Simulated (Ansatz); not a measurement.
Base system: SiO$_{2}$ (space group P4_12_12, No. 92; a = 5.0828 Å, c = 7.0981 Å). Axes: x, y, z lie along a, b, c of the conventional cell.

(Cell as relaxed with PBE.)

Levels (all Ansatz, a first-principles code, PAW, earlier PAW set): PBE (420 eV, no spin-orbit coupling); r2SCAN (500 eV, no SOC).

Each level relaxes its own structure.

```json
[
 {"base": "volume per atom", "PBE": "15.28 Å³", "r2SCAN": "14.29 Å³"},
 {"base": "lattice parameter a", "PBE": "5.083 Å", "r2SCAN": "4.980 Å"},
 {"base": "band gap", "PBE": "5.52 eV", "r2SCAN": "6.35 eV"}
]
```

The change: compressive biaxial strain of 3.90 % in the plane normal to [001], as in epitaxy on a mismatched substrate; the out-of-plane cell vector and the atoms relax.

```json
[
 {"quantity": "mean in-plane stress (compression positive)", "PBE": "+2.6 GPa", "r2SCAN": "+2.8 GPa"},
 {"quantity": "valence-band top at Γ (three highest levels, from the VBM)", "PBE": "0.00, -0.34, -0.34 eV", "r2SCAN": "0.00, -0.41, -0.41 eV"},
 {"quantity": "hole mass", "PBE": "1.9 mₑ out of plane, 2.2 mₑ in plane (at Γ)", "r2SCAN": "1.9 mₑ out of plane, 2.1 mₑ in plane (at Γ)"}
]
```

PBE's in-plane stress lies 0.2 GPa below r2SCAN's. Neither level is exact; r2SCAN is the comparison here, not a measurement.

Effective masses come from finite differences of ±0.01 Å⁻¹. Whether these cells are dynamically stable was not tested.
